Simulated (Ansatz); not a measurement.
One As atom on a Si site, 3x3x3 cubic cells, neutral, without spin

Geometry as solved with PBE, support functions at accuracy medium on the grid of 420 eV in Ansatz (a program for electronic structure).

```xyz
216
Lattice="16.41 0.00 0.00 0.00 16.41 0.00 0.00 0.00 16.41" Properties=species:S:1:pos:R:3 pbc="T T T"
Si     0.00     0.00     0.00
Si     1.37     1.37     1.37
Si     2.74     2.74     0.00
Si     4.10     4.10     1.37
Si     2.74     0.00     2.74
Si     4.10     1.37     4.10
Si     0.00     2.73     2.74
Si     1.37     4.10     4.10
Si     0.00     0.00     5.47
Si     1.37     1.37     6.84
Si     2.74     2.74     5.46
Si     4.09     4.09     6.85
Si     2.73     0.00     8.20
Si     4.10     1.36     9.57
Si     0.00     2.73     8.20
Si     1.37     4.10     9.57
Si     0.00     0.00    10.94
Si     1.37     1.37    12.31
Si     2.74     2.74    10.94
Si     4.10     4.10    12.31
Si     2.74     0.00    13.67
Si     4.10     1.37    15.04
Si     0.00     2.73    13.67
Si     1.37     4.10    15.04
Si     0.00     5.47     0.00
Si     1.37     6.84     1.37
Si     2.73     8.20     0.00
Si     4.10     9.57     1.36
Si     2.74     5.47     2.74
Si     4.09     6.85     4.09
Si     0.00     8.20     2.73
Si     1.36     9.57     4.10
Si     0.00     5.47     5.47
Si     1.36     6.84     6.84
Si     2.73     8.21     5.47
Si     4.09     9.58     6.82
Si     2.73     5.47     8.21
Si     4.10     6.82     9.58
Si     0.00     8.21     8.20
Si     1.37     9.57     9.57
Si     0.00     5.47    10.94
Si     1.37     6.84    12.31
Si     2.74     8.21    10.94
Si     4.10     9.57    12.31
Si     2.73     5.47    13.68
Si     4.10     6.84    15.04
Si     0.00     8.20    13.68
Si     1.37     9.57    15.04
Si     0.00    10.94     0.00
Si     1.37    12.31     1.37
Si     2.74    13.67     0.00
Si     4.10    15.04     1.37
Si     2.74    10.94     2.74
Si     4.10    12.31     4.10
Si     0.00    13.67     2.74
Si     1.37    15.04     4.10
Si     0.00    10.94     5.47
Si     1.37    12.31     6.84
Si     2.73    13.68     5.47
Si     4.10    15.04     6.84
Si     2.74    10.94     8.21
Si     4.10    12.31     9.57
Si     0.00    13.68     8.20
Si     1.37    15.04     9.57
Si     0.00    10.94    10.94
Si     1.37    12.31    12.31
Si     2.74    13.68    10.94
Si     4.10    15.04    12.31
Si     2.74    10.94    13.68
Si     4.10    12.31    15.04
Si     0.00    13.67    13.67
Si     1.37    15.04    15.04
Si     5.47     0.00     0.00
Si     6.84     1.37     1.37
Si     8.20     2.73     0.00
Si     9.57     4.10     1.36
Si     8.21     0.00     2.73
Si     9.57     1.36     4.10
Si     5.46     2.74     2.74
Si     6.85     4.09     4.09
Si     5.47     0.00     5.47
Si     6.84     1.36     6.84
Si     8.21     2.73     5.47
Si     9.58     4.09     6.82
Si     8.21    -0.01     8.21
Si     9.57     1.37     9.57
Si     5.47     2.73     8.21
Si     6.82     4.09     9.58
Si     5.47     0.00    10.94
Si     6.84     1.37    12.31
Si     8.21     2.73    10.94
Si     9.57     4.10    12.31
Si     8.20     0.00    13.67
Si     9.57     1.37    15.04
Si     5.47     2.73    13.68
Si     6.84     4.10    15.04
Si     5.47     5.47     0.00
Si     6.84     6.84     1.36
Si     8.20     8.21     0.00
Si     9.57     9.57     1.37
Si     8.21     5.47     2.73
Si     9.58     6.82     4.10
Si     5.47     8.21     2.73
Si     6.82     9.58     4.09
Si     5.42     5.42     5.42
As     6.84     6.84     6.84
Si     8.25     8.25     5.42
Si     9.58     9.58     6.85
Si     8.25     5.42     8.25
Si     9.58     6.85     9.58
Si     5.42     8.25     8.25
Si     6.85     9.58     9.58
Si     5.47     5.47    10.95
Si     6.84     6.84    12.31
Si     8.21     8.20    10.95
Si     9.57     9.57    12.31
Si     8.21     5.47    13.68
Si     9.57     6.84    15.04
Si     5.47     8.21    13.68
Si     6.84     9.57    15.04
Si     5.47    10.94     0.00
Si     6.84    12.31     1.37
Si     8.20    13.68     0.00
Si     9.57    15.04     1.37
Si     8.21    10.94     2.73
Si     9.57    12.31     4.10
Si     5.47    13.68     2.73
Si     6.84    15.04     4.10
Si     5.47    10.95     5.47
Si     6.84    12.31     6.84
Si     8.21    13.68     5.47
Si     9.57    15.04     6.84
Si     8.21    10.94     8.20
Si     9.57    12.31     9.57
Si     5.47    13.68     8.20
Si     6.84    15.04     9.57
Si     5.46    10.94    10.94
Si     6.84    12.31    12.31
Si     8.20    13.68    10.94
Si     9.57    15.04    12.31
Si     8.21    10.94    13.68
Si     9.57    12.31    15.04
Si     5.47    13.68    13.67
Si     6.84    15.04    15.04
Si    10.94     0.00     0.00
Si    12.31     1.37     1.37
Si    13.67     2.74     0.00
Si    15.04     4.10     1.37
Si    13.68     0.00     2.74
Si    15.04     1.37     4.10
Si    10.94     2.74     2.74
Si    12.31     4.10     4.10
Si    10.94     0.00     5.47
Si    12.31     1.37     6.84
Si    13.68     2.73     5.47
Si    15.04     4.10     6.84
Si    13.68     0.00     8.20
Si    15.04     1.37     9.57
Si    10.94     2.73     8.21
Si    12.31     4.10     9.57
Si    10.94     0.00    10.94
Si    12.31     1.37    12.31
Si    13.68     2.73    10.94
Si    15.04     4.10    12.31
Si    13.67     0.00    13.67
Si    15.04     1.37    15.04
Si    10.94     2.73    13.68
Si    12.31     4.10    15.04
Si    10.94     5.47     0.00
Si    12.31     6.84     1.37
Si    13.68     8.20     0.00
Si    15.04     9.57     1.37
Si    13.68     5.47     2.73
Si    15.04     6.84     4.10
Si    10.94     8.21     2.74
Si    12.31     9.57     4.10
Si    10.95     5.47     5.47
Si    12.31     6.84     6.84
Si    13.68     8.21     5.47
Si    15.04     9.57     6.84
Si    13.68     5.47     8.21
Si    15.04     6.84     9.57
Si    10.95     8.20     8.21
Si    12.31     9.57     9.57
Si    10.94     5.46    10.94
Si    12.31     6.84    12.31
Si    13.68     8.20    10.94
Si    15.04     9.57    12.31
Si    13.68     5.47    13.68
Si    15.04     6.84    15.04
Si    10.94     8.20    13.68
Si    12.31     9.57    15.04
Si    10.94    10.94     0.00
Si    12.31    12.31     1.37
Si    13.67    13.67     0.00
Si    15.04    15.04     1.37
Si    13.68    10.94     2.74
Si    15.04    12.31     4.10
Si    10.94    13.68     2.73
Si    12.31    15.04     4.10
Si    10.94    10.94     5.46
Si    12.31    12.31     6.84
Si    13.68    13.67     5.47
Si    15.04    15.04     6.84
Si    13.68    10.94     8.20
Si    15.04    12.31     9.57
Si    10.94    13.68     8.20
Si    12.31    15.04     9.57
Si    10.94    10.94    10.94
Si    12.31    12.31    12.31
Si    13.67    13.67    10.94
Si    15.04    15.04    12.31
Si    13.68    10.94    13.67
Si    15.04    12.31    15.04
Si    10.94    13.67    13.67
Si    12.31    15.04    15.04
```
